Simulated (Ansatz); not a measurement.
Take Zr₂AlC (space group P6_3/mmc, No. 194; a = 3.290 Å, c = 14.506 Å; a cell from a computed database, its experimental status unchecked) as the base. Axes: x lies along a and z along c of the hexagonal cell.

Computed with PBEsol (Ansatz, a quantum-chemistry and plane-wave program, PAW, scalar-relativistic without spin-orbit coupling).

One thing is altered: an isotropic linear strain of +1.54 %, atoms relaxed at fixed cell.

Q: Predict the stress tensor and what it implies for the stiffness.

A: Stress of the strained cell less that of the base (GPa, compression positive):
```
   -5.7     0.0     0.0
    0.0    -5.7     0.0
    0.0     0.0    -5.1
```

Then B = −ΔP/(ΔV/V₀) with ΔV/V₀ = 0.0469 gives secant stiffness values (nonlinear terms included at this strain): B (at held cell shape, above the free-shape value) ≈ 117 GPa.

As a check, the harmonic strain energy −½ V₀ Δσ:ε is 14 meV/atom; the computed energy rise is 14 meV/atom.

No phonon test of stability was made. All final runs are without spin polarisation.
